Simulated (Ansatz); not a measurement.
Output of an Ansatz run (abridged):

```
WARN basis.ecutwfc = 420 eV, the default
WARN ansatz: RAYON_NUM_THREADS=1 ignored (pool sized by the plan → 1); use --threads N
Pseudopotentials: kind: paw
Pseudopotential: Ag, paw, valence charge 19
Pseudopotential: Sn, paw, valence charge 14
Crystal: 8 atoms, lattice volume = 139.142 Å³
Basis set: ecut = 420 eV, 2721 PW (Γ), exchange–correlation on 72×72×72 points (8 copies of the dense FFT grid, shifted against one another)
Bands: 86, of which v1, the nominal top of the filled ones, is band 71 counted from 1 (70 counted from 0)
Symmetry: 48 space group operations
Space group: Pm-3n (ITA 223), of the structure as read, at distance tolerance 5.2e-5 Å
k-points: 10 of 125
Initial density: superposition of atomic densities (neutral atoms: chi_scale 0, normalization atom), corrected by the library's trained network
Initial wavefunctions: pseudopotential atomic-orbital guess
Eigensolver: davidson
Functional: x = pbe(κ = 0.804, μ = 0.2195149727645171), c = pbe(β = 0.06672455060314922)
SCF iter   1: F=—  HF=-57590.558171 eV  |F-HF|=—  |Δ(HF+E_count)|=         —  Δρ=1.42e-3  dr2=1.84e-3  ethr=1.77e-3  ⟨swp⟩=5.6  Hψ=3017  notcnv=0  defer=8
all-band conjugate gradients solve this SCF's bands
preconditioner: auto → Kerker (q_TF=auto, 2.738 Å⁻¹)
SCF iter   2: F=—  HF=-57590.558849 eV  |F-HF|=—  |Δ(HF+E_count)|=   6.78e-4  Δρ=7.93e-4  dr2=5.46e-4  ethr=1.30e-6  ⟨swp⟩=3.1  Hψ=1723  notcnv=0  defer=7
SCF iter   3: F=—  HF=-57590.558992 eV  |F-HF|=—  |Δ(HF+E_count)|=   1.43e-4  Δρ=1.44e-4  dr2=4.67e-5  ethr=3.84e-7  ⟨swp⟩=2.0  Hψ=1160  notcnv=0  defer=7
SCF iter   4: F=—  HF=-57590.559022 eV  |F-HF|=—  |Δ(HF+E_count)|=   2.96e-5  Δρ=4.79e-5  dr2=5.07e-6  ethr=3.29e-8  ⟨swp⟩=2.0  Hψ=1159  notcnv=0  defer=7
SCF iter   5: F=—  HF=-57590.559020 eV  |F-HF|=—  |Δ(HF+E_count)|=   1.36e-6  Δρ=1.64e-5  dr2=5.62e-7  ethr=3.57e-9  ⟨swp⟩=2.0  Hψ=1055  notcnv=0  defer=7
SCF iter   6: F=-57590.559020 eV  HF=-57590.559020 eV  |F-HF|=1.26e-8  |Δ(HF+E_count)|=   1.55e-7  Δρ=4.44e-6  dr2=2.72e-8  ethr=7.04e-11  ⟨swp⟩=9.7  Hψ=3930  notcnv=0
SCF 1 converged in 6 iterations: F = -57590.559020 eV  dr2 = 2.72e-8
SCF converged after 6 iterations
Free energy (F): -57590.559020 eV
Harris-Foulkes:  -57590.559020 eV  (|F-HF|=1.26e-8)
Internal energy: -57590.490307 eV  (E = F + TS)
E sigma→0 (E₀):  -57590.524664 eV
Entropy (-TS):   -0.068713 eV (-8.589 meV/atom)
Fermi energy:    18.050584 eV
--- Per-component energies (eV) ---
  E_band       = -1408.405487
  E_kinetic    = 3549.841689
  E_local      = -14720.753762  (includes V_loc(G=0)·N_el)
  E_nonlocal   = 414.449234
  E_hartree    = 7070.884021
  E_xc         = -1879.964468
  E_vxc        = -1609.970486  (∫ρ·V_xc dr)
  E_paw        = -31687.890281  (= ΣΔE_a)
  E_vpaw       = -3183.757025  (= ΣTr[D̂ρ^β])
  E_aug_tail   = 0.001902  (compensation charges beyond the density's cutoff)
  E_ewald      = -20337.058642
  E_smearing   = -0.068713  (= −TS)
  E_closure    = -0.000000  (closes the sum)
  Σ components = -57590.559020   (vs F -57590.559020, Δ=0.00e0)
--- Forces (eV/Å), atoms counted from 1 ---
  atom   1  Ag    -0.00000000     0.00000000     0.00000000
   [... zero for the other atoms too ...]
  max |Σ_I F_I| component: 1.03e-17 eV/Å
--- Stress (GPa, compression-positive) ---
       14.219585      -0.000000       0.000000
        0.000000      14.219585       0.000000
        0.000000       0.000000      14.219585
  P = ⅓ Tr σ = 14.2196 GPa (142.196 kbar)
  The stress holds the Pulay correction. Without it, at fixed plane waves, as pw.x and ABINIT print it: P = 14.1432 GPa
--- Band table (eV; the first three rows and the last of 10) ---
  k-point 0: bands = ["-74.8292", "-74.8251", "-74.8251", "-74.7998", "-74.7998", "-74.7998", "-38.4870", "-38.4870", "-38.4726", "-38.3080", "-38.3080", "-38.3080", "-38.2732", "-38.2732", "-38.2732", "-38.2677", "-38.2677", "-38.2677", "-38.2578", [...]
  k-point 1: bands = ["-74.8283", "-74.8254", "-74.8232", "-74.8023", "-74.7998", "-74.7998", "-38.4863", "-38.4802", "-38.4533", "-38.3070", "-38.3070", "-38.3045", "-38.2765", "-38.2755", "-38.2755", "-38.2667", "-38.2651", "-38.2651", "-38.2591", [...]
  k-point 2: bands = ["-74.8271", "-74.8261", "-74.8170", "-74.8089", "-74.7998", "-74.7998", "-38.4842", "-38.4815", "-38.3832", "-38.3054", "-38.3054", "-38.2955", "-38.2950", "-38.2840", "-38.2769", "-38.2769", "-38.2646", "-38.2646", "-38.2643", [...]
  k-point 9: bands = ["-74.8178", "-74.8170", "-74.8170", "-74.8091", "-74.8091", "-74.8087", "-38.3855", "-38.3855", "-38.3826", "-38.2982", "-38.2980", "-38.2980", "-38.2970", "-38.2951", "-38.2811", "-38.2811", "-38.2772", "-38.2723", "-38.2723", [...]
```

The structure:

```xyz
8
Lattice="5.1819 0.0000 0.0000 0.0000 5.1819 0.0000 0.0000 0.0000 5.1819" Properties=species:S:1:pos:R:3 pbc="T T T"
Ag     1.2955     0.0000     2.5909
Ag     3.8864     0.0000     2.5909
Ag     0.0000     2.5909     1.2955
Ag     0.0000     2.5909     3.8864
Ag     2.5909     1.2955     0.0000
Ag     2.5909     3.8864     0.0000
Sn     0.0000     0.0000     0.0000
Sn     2.5909     2.5909     2.5909
```

Reconstruct the input of this run.

Other spellings and defaults could give the same log, and not every line can be read from it. The input that was run (DFT, PBE, plane waves, default PAW files):

Ansatz 0.2 input:
```yaml
crystal:
  lattice:
    - [5.18186400, 0.00000000, 0.00000000]
    - [0.00000000, 5.18186400, 0.00000000]
    - [0.00000000, 0.00000000, 5.18186400]
  atoms:
    - { symbol: Ag, position: [0.25000000, 0.00000000, 0.50000000] }
    - { symbol: Ag, position: [0.75000000, 0.00000000, 0.50000000] }
    - { symbol: Ag, position: [0.00000000, 0.50000000, 0.25000000] }
    - { symbol: Ag, position: [0.00000000, 0.50000000, 0.75000000] }
    - { symbol: Ag, position: [0.50000000, 0.25000000, 0.00000000] }
    - { symbol: Ag, position: [0.50000000, 0.75000000, 0.00000000] }
    - { symbol: Sn, position: [0.00000000, 0.00000000, 0.00000000] }
    - { symbol: Sn, position: [0.50000000, 0.50000000, 0.50000000] }
kpoints:
  mp_grid: { grid: [5, 5, 5] }
hamiltonian:
  xc: pbe
  pseudopotentials: { kind: paw }
scf:
  occupations: { method: gaussian, width: 0.2 }
output:
  forces: true
  eigenvalues: true
  stress: true
```

The starting cell was generated: these elements placed on a structure prototype, without a prior relaxation; it need not be a known phase or ordering of this composition. With a pressure of about 14 GPa the cell is away from its equilibrium volume at this level. Ansatz's pressure includes its estimate of the finite-basis (Pulay) stress.

Ansatz is an electronic-structure program.
